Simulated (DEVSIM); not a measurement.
Device: Schottky contact on n-type Si, at 250 K.

Layer 1 from the left is Si, thickness (μm) 1.50, Nd (cm⁻³) 2.2e15, τn (s) 1.5e-5, τp (s) 1.5e-5. Layer 2 from the left is Si, thickness (μm) 0.790, Nd (cm⁻³) 2.3e18, τn (s) 1.5e-5, τp (s) 1.5e-5.

Left contact: Schottky, work function 4.68 eV, emission velocity 6.6e6 cm/s. Right contact: ohmic. Voltage is applied to the left contact. Recombination: SRH at mid-gap, radiative, Auger. Gap narrowing is on: ΔEg = 6.92 meV × (l + √(l² + 0.5)), l = ln(N/1.3e17 cm⁻³), shared equally by both band edges. Mobility is constant in doping.

Constants are typed, rounded textbook-type inputs, not results; the design itself was drawn at random and stands for no fabricated device. Values at 300 K; Nc and Nv go as T^1.5, mobilities as T to minus their exponent, the gap by Varshni's rule with the affinity fixed.

Si: gap (eV) 1.124, affinity (eV) 4.05, permittivity 11.7, Nc (cm⁻³) 2.86e19, Nv (cm⁻³) 3.1e19, μn (cm²/Vs) 1417, μp (cm²/Vs) 470, T exponent of μn 2.3, T exponent of μp 2.2, B (cm³/s) 4.7e-15, Cn (cm⁶/s) 2.8e-31, Cp (cm⁶/s) 9.9e-32, Varshni α (eV/K) 0.000473, Varshni β (K) 636.

DEVSIM, 1D drift-diffusion, Boltzmann statistics, complete ionisation; no tunnelling, impact ionisation, image-force lowering or self-heating. Metal contacts follow the ideal Schottky-Mott rule: no Fermi-level pinning, no interface dipoles.

Dark forward current:

```
|V| (V)  |J| (A/cm²)
-------  -----------
0.05        3.540e-5
0.10       0.0003904
0.15        0.003939
0.20         0.03917
0.25          0.3837
0.30           3.589
0.35           27.35
0.40           118.8
0.45           287.5
0.50           501.8
0.55           740.7
0.60           994.4
0.65            1258
0.70            1528
0.75            1804
0.80            2084
```

### Question
Work out the local ideality factor n = ΔV / (kT/q · ln(J2/J1)) between the rows 0.10 and 0.15 V, 0.75 and 0.80 V.

### Answer
kT/q = 21.54 mV. From 0.10 to 0.15 V: ln(0.003939/0.0003904) = 2.312, n = 1.00, near the 1 of diffusion or emission over a barrier. From 0.75 to 0.80 V: ln(2084/1804) = 0.144, n = 16.09.

### Question
Estimate the current at 0.20 V for emission alone, J0 = q v N_band exp(−φB/kT), and read the barrier back from the simulated current.

### Answer
φB = 0.630 eV, N_band = 2.18e19 cm⁻³, J0 = 4.57e-6 A/cm²; J = J0 (exp(qV/kT) − 1) = 0.0492 A/cm². The simulation gives 0.0392 A/cm²; the estimate lies 26 % above. Read backwards, the simulated current gives an apparent barrier of 0.635 eV. The estimate leaves out transport through the depletion region and minority injection.
